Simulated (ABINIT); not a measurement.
## Worked example: self-consistent single point of ZnS (F-43m, 2 atoms in the cell) in ABINIT

Method of the run: PBE, PAW (JTH v2.0 PBE PAW) (plane waves; ABINIT 10.0.3).

Input as run:

```
# ZnS, JTH v2.0 PBE PAW
pp_dirpath "./"
pseudos "Zn.GGA_PBE-JTH.xml, S.GGA_PBE-JTH.xml"
acell 3.8044932839 3.8044932839 3.8044932839 Angstrom
rprim
        -0.0000000000    0.7071067812    0.7071067812
         0.7071067812   -0.0000000000    0.7071067812
         0.7071067812    0.7071067812   -0.0000000000
natom 2
ntypat 2
znucl 30 16
typat 1 2
xcart
         0.0000000000    0.0000000000    0.0000000000
         1.3450915000    1.3450915000    1.3450915000
      Angstrom
ecut 816 eV
pawecutdg 1633 eV
pawxcdev 0
occopt 3
tsmear 0.00036749
nband 14
kptopt 1
ngkpt 11 11 11
nshiftk 1
shiftk 0 0 0
nstep 100
tolvrs 1.0e-12
prtwf 0
prtden 0
prtvol 1
enunit 1
```

Output, abridged:

```
 Symmetries : space group F-4 3 m (#216); Bravais cF (face-center cubic)

 -outvars: echo values of preprocessed input variables --------
            acell      7.1894503810E+00  7.1894503810E+00  7.1894503810E+00 Bohr
             ecut      2.99874495E+01 Hartree
           enunit           1
              ixc     -101130
         kptrlatt       11    0    0      0   11    0      0    0   11
          kptrlen      7.90839542E+01
            natom           2
            nband          14
            ngfft          36      36      36
          ngfftdg          54      54      54
             nkpt          56
            nstep         100
             nsym          24
           ntypat           2
           occopt           3
        pawecutdg      6.00116484E+01 Hartree
         pawxcdev           0
            rprim     -0.0000000000E+00  7.0710678120E-01  7.0710678120E-01
                       7.0710678120E-01 -0.0000000000E+00  7.0710678120E-01
                       7.0710678120E-01  7.0710678120E-01 -0.0000000000E+00
          spgroup         216
           tolvrs      1.00000000E-12
           tsmear      3.67490000E-04 Hartree
            typat      1  2
           useylm           1
             xred      0.0000000000E+00  0.0000000000E+00  0.0000000000E+00
                       2.5000000000E-01  2.5000000000E-01  2.5000000000E-01
            znucl       30.00000   16.00000

== DATASET  1 ==================================================================

 Real(R)+Recip(G) space primitive vectors, cartesian coordinates (Bohr,Bohr^-1):
 R(1)=  0.0000000  5.0837091  5.0837091  G(1)= -0.0983534  0.0983534  0.0983534
 R(2)=  5.0837091  0.0000000  5.0837091  G(2)=  0.0983534 -0.0983534  0.0983534
 R(3)=  5.0837091  5.0837091  0.0000000  G(3)=  0.0983534  0.0983534 -0.0983534
 Unit cell volume ucvol=  2.6276776E+02 bohr^3
 Angles (23,13,12)=  6.00000000E+01  6.00000000E+01  6.00000000E+01 degrees

 Coarse grid specifications (used for wave-functions):

 getcut: wavevector=  0.0000  0.0000  0.0000  ngfft=  36  36  36
         ecut(hartree)=     29.987   => boxcut(ratio)=   2.03129

 Fine grid specifications (used for densities):

 getcut: wavevector=  0.0000  0.0000  0.0000  ngfft=  54  54  54
         ecut(hartree)=     60.012   => boxcut(ratio)=   2.15459

   2.06649828E+02                                ecore*ucvol(ha*bohr**3)

 newkpt: prtvol=0 or 1, do not print more k-points.
_setup2: Arith. and geom. avg. npw (full set) are    2060.887    2060.873

--- !BeginCycle
solver: {iscf: 17, nstep: 100, nline: 4, wfoptalg: 10, }
tolerances: {tolvrs: 1.00E-12, }
...

     iter   Etot(hartree)      deltaE(h)  residm     nres2
 ETOT  1  -74.063841320329    -7.406E+01 7.055E+00 7.089E+00
 ETOT  2  -74.712975851558    -6.491E-01 6.497E-01 7.877E+00
 ETOT  3  -74.696997234198     1.598E-02 2.802E-01 2.626E+00
 ETOT  4  -74.695652802130     1.344E-03 5.772E-02 7.617E-01
 ETOT  5  -74.695146130746     5.067E-04 5.163E-02 1.437E-01
 ETOT  6  -74.695238527326    -9.240E-05 6.352E-02 8.072E-03
   [... 14 lines left out ...]
 ETOT 21  -74.695314156187    -8.242E-13 3.885E-05 6.566E-11
 ETOT 22  -74.695314156187     8.527E-14 1.964E-05 2.143E-12
 ETOT 23  -74.695314156186     9.237E-13 2.314E-05 7.390E-12
 ETOT 24  -74.695314156186    -7.958E-13 1.009E-05 1.698E-12
 ETOT 25  -74.695314156185     1.236E-12 1.390E-05 4.023E-13

 At SCF step   25       nres2   =  4.02E-13 < tolvrs=  1.00E-12 =>converged.

 Cartesian components of stress tensor (hartree/bohr^3)
  sigma(1 1)= -8.51899187E-05  sigma(3 2)=  0.00000000E+00
  sigma(2 2)= -8.51899187E-05  sigma(3 1)=  0.00000000E+00
  sigma(3 3)= -8.51899187E-05  sigma(2 1)=  0.00000000E+00

 ----iterations are completed or convergence reached----

 reduced coordinates (array xred) for    2 atoms
       0.000000000000      0.000000000000      0.000000000000
       0.250000000000      0.250000000000      0.250000000000
 cartesian forces (eV/Angstrom) at end:
    1     -0.00000000000000    -0.00000000000000    -0.00000000000000
    2     -0.00000000000000    -0.00000000000000    -0.00000000000000
 frms,max,avg= 0.0000000E+00 0.0000000E+00   0.000E+00  0.000E+00  0.000E+00 e/A
 length scales=  7.189450380974  7.189450380974  7.189450380974 bohr
              =  3.804493283900  3.804493283900  3.804493283900 angstroms
 Fermi (or HOMO) energy (eV) =   6.64110   Average Vxc (eV)=  -9.41452
 Eigenvalues (   eV  ) for nkpt=  56  k points:
 kpt#   1, nband= 14, wtk=  0.00075, kpt=  0.0000  0.0000  0.0000 (reduced coord)
  -7.76661   -0.91798   -0.91798   -0.91798   -0.40317   -0.40317    5.47110    5.47110
   5.47110    7.62642   11.82612   11.82612   11.82612   17.09795
 prteigrs : prtvol=0 or 1, do not print more k-points.

--- !EnergyTerms
comment             : Components of total free energy in Hartree
kinetic             :  1.10396889693953E+01
hartree             :  2.11096245050773E+01
xc                  : -5.44922803613993E+00
Ewald energy        : -4.62631678604710E+01
psp_core            :  7.86435255922807E-01
local_psp           : -7.41841341280128E+01
spherical_terms     :  1.82654669480531E+01
internal            : -7.46953143461752E+01
'-kT*entropy'       :  2.82235908706745E-16
total_energy        : -7.46953143461752E+01
total_energy_eV     : -2.03256287121714E+03
...

-Cartesian components of stress tensor (GPa)         [Pressure=  2.5064E+00 GPa]
- sigma(1 1)= -2.50637352E+00  sigma(3 2)=  0.00000000E+00
- sigma(2 2)= -2.50637352E+00  sigma(3 1)=  0.00000000E+00
- sigma(3 3)= -2.50637352E+00  sigma(2 1)=  0.00000000E+00

 Calculation completed.
```

The run converged in 25 iterations.

The starting cell comes from a database of computed structures (which also holds hypothetical and non-ambient phases and stackings), without a prior relaxation at this level. Its lattice was rescaled by a random factor within 2.5 % of one.

Cost on one core of a shared machine: roughly 90 s.
